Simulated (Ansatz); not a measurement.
Level of theory: PBE (plane waves to 420 eV, PAW; Ansatz, a first-principles code).

Plane-averaged electrostatic potential energy along the normal, in eV from the Fermi level, for a constructed model of the (100) surface of bcc Fe, ferromagnetic, from a spin-polarised start, a layer of Cr in place of the second plane (bottom of the slab: a bare face, its two planes held):

| z (Å) | V (eV) |
|---|---|
| 3.82 | 3.87 |
| 4.11 | 3.87 |
| 4.41 | 3.87 |
| 4.70 | 3.87 |
| 4.99 | 3.86 |
| 5.29 | 3.84 |
| 5.58 | 3.81 |
| 5.88 | 3.74 |
| 6.17 | 3.60 |
| 6.46 | 3.32 |
| 6.76 | 2.77 |
| 7.05 | 1.67 |
| 7.34 | -0.90 |
| 7.64 | -6.27 |
| 7.93 | -10.99 |
| 8.22 | -12.40 |
| 8.52 | -10.38 |
| 8.81 | -7.63 |
| 9.11 | -8.82 |
| 9.40 | -11.80 |
| 9.69 | -12.18 |
| 9.99 | -9.47 |
| 10.28 | -6.77 |
| 10.58 | -8.65 |
| 10.87 | -11.79 |
| 11.16 | -12.17 |
| 11.46 | -9.61 |
| 11.75 | -7.59 |
| 12.04 | -9.70 |
| 12.34 | -12.35 |
| 12.63 | -12.11 |
| 12.93 | -9.30 |
| 13.22 | -7.93 |
| 13.51 | -9.96 |
| 13.81 | -11.77 |
| 14.10 | -11.62 |
| 14.39 | -10.14 |
| 14.69 | -10.11 |
| 14.98 | -11.94 |
| 15.28 | -12.49 |
| 15.57 | -9.60 |
| 15.86 | -4.08 |
| 16.16 | 0.62 |
| 16.45 | 2.50 |
| 16.74 | 3.38 |
| 17.04 | 3.81 |
| 17.33 | 4.03 |
| 17.62 | 4.13 |
| 17.92 | 4.18 |
| 18.21 | 4.21 |
| 18.51 | 4.22 |
| 18.80 | 4.22 |
| 19.09 | 4.23 |
| 19.39 | 4.23 |
| 19.68 | 4.23 |

Model: 6-atom slab, 7.2 Å thick at the start (thin: gaps and levels are the slab's own), 13x13x1 mesh, Fermi-Dirac 0.1 eV, dipole correction, 2 atoms held, the rest relaxed; start symmetry kept, larger cells not searched; spin-polarised, ending with about 11.2 μB a cell; orders that need a larger cell were not tried, no spin-orbit, no U. It is one candidate, not shown to be the stable structure of the face.

**Question.** The surface cell has an area of 8.01 Å². What dipole along the normal does the step between the two vacuum levels imply?

**Answer.** the top vacuum level lies 0.35 eV above the bottom one; p = −ε₀ A ΔV (ε₀ = 0.005526 e/(V·Å)) gives -0.02 e·Å a cell.
